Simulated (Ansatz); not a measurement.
**A computed series for NaCl: response to strain**

Consider NaCl in the rock salt structure (space group Fm-3m, No. 225; a = 5.696 Å).

Strains are applied to the cell and any free atomic positions relax.

Calculations: Ansatz (a quantum-chemistry and plane-wave program), PBE, PAW, cutoff 420 eV, without spin-orbit coupling.

Candidates:
(a) isotropic strain −3.00 %
(b) isotropic strain +1.00 %
(c) isotropic strain +3.00 %
(d) isotropic strain +2.50 %

Base values:

| Item | Value |
|---|---|
| Band gap | 5.00 eV |

Question: Order them by band gap, highest first.

Answer: (a) isotropic strain −3.00 % (5.36 eV), (b) isotropic strain +1.00 % (4.89 eV), (d) isotropic strain +2.50 % (4.74 eV), (c) isotropic strain +3.00 % (4.69 eV)

Stability against distortions was not tested.
